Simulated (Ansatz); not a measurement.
**Convergence study of shifted k-point meshes for NbTc (Cmm2, 2 atoms in the cell)**

```
NbTc
1.0
    1.60130    -2.30988     0.00000
    1.60130     2.30988     0.00000
    0.00000     0.00000     4.43654
Nb Tc
1 1
Cartesian
  0.00000   0.00000   0.05000
  1.60130   0.00000   2.21827
```

Computed with LDA (PW92), default PAW files made with PBE (plane waves; Ansatz, a first-principles code).

Base settings: basis.ecutwfc = 36.7 Ry; kpoints.mp_grid.grid = 12 12 8; hamiltonian.xc = lda; hamiltonian.pseudopotentials = {kind: paw} (the program's default PAW files); scf.occupations.method = gaussian; scf.occupations.width = 0.0073 Ry.

In this ladder: kpoints.mp_grid.shift = 0.5 0.5 0.5.

Only quantities that move along the ladder and can be compared are tabulated.

The count of work is k-points × plane waves × bands × iterations; it is no time. 

The starting cell comes from a database of computed structures (which also holds hypothetical and non-ambient phases and stackings), without a prior relaxation at this level. Its lattice was rescaled by up to half a per cent. One atom was moved a little off its site on purpose. Spin polarisation is off. In the base run, with a pressure of about -15 GPa the cell is away from its equilibrium volume at this level. Ansatz's pressure includes its estimate of the finite-basis (Pulay) stress. The cutoff lies below the one recommended for these files.

| kpoints.mp_grid.grid | free energy less the last step's (meV/atom) | pressure (GPa) | largest difference of a force vector from the last step's (eV/Å) | count of work / last |
|---|---|---|---|---|
| 2 2 2 | 652.40 | -3.78 | 0.307 | 0.00087 |
| 3 3 2 | -67.58 | -14.26 | 0.055 | 0.0014 |
| 4 4 2 | 2.50 | -14.37 | 0.036 | 0.0021 |
| 4 4 3 | -38.37 | -15.37 | 0.051 | 0.0042 |
| 5 5 3 | 9.47 | -14.20 | 0.018 | 0.0062 |
| 6 6 4 | 7.08 | -15.47 | 0.018 | 0.0083 |
| 7 7 4 | -10.17 | -15.09 | 0.009 | 0.011 |
| 8 8 5 | 4.04 | -14.97 | 0.002 | 0.021 |
| 9 9 5 | 10.27 | -14.76 | 0.011 | 0.026 |
| 10 10 6 | 2.27 | -14.74 | 0.001 | 0.031 |
| 11 11 7 | -3.69 | -14.96 | 0.008 | 0.050 |
| 12 12 7 | -0.32 | -14.87 | 0.010 | 0.058 |
| 13 13 8 | 1.37 | -14.86 | 0.003 | 0.068 |
| 15 15 9 | -1.30 | -14.95 | 0.002 | 0.11 |
| 16 16 10 | 0.64 | -14.84 | 0.005 | 0.12 |
| 18 18 11 | -0.51 | -14.86 | 0.003 | 0.19 |
| 20 20 12 | 0.39 | -14.90 | 0.002 | 0.23 |
| 24 24 15 | 0.28 | -14.90 | 0.002 | 0.43 |
| 30 30 18 | 0.01 | -14.90 | 0.001 | 0.75 |
| 33 33 20 | 0.00 | -14.91 | 0.000 | 1.0 |

Coarsest kpoints.mp_grid.grid that holds the free energy within 2 meV/atom of the last step, with all finer ones: 12 12 7, at 0.058 of the last step's count of work; the step before is off by 3.7 meV/atom.

Coarsest kpoints.mp_grid.grid that holds the pressure within 0.1 GPa of the last step, with all finer ones: 11 11 7, at 0.050 of the last step's count of work; the step before is off by 0.16 GPa.

Coarsest kpoints.mp_grid.grid that holds the forces within 0.02 eV/Å of the last step, with all finer ones: 5 5 3, at 0.0062 of the last step's count of work; the step before is off by 0.051 eV/Å.

Keys are those of Ansatz 0.2.
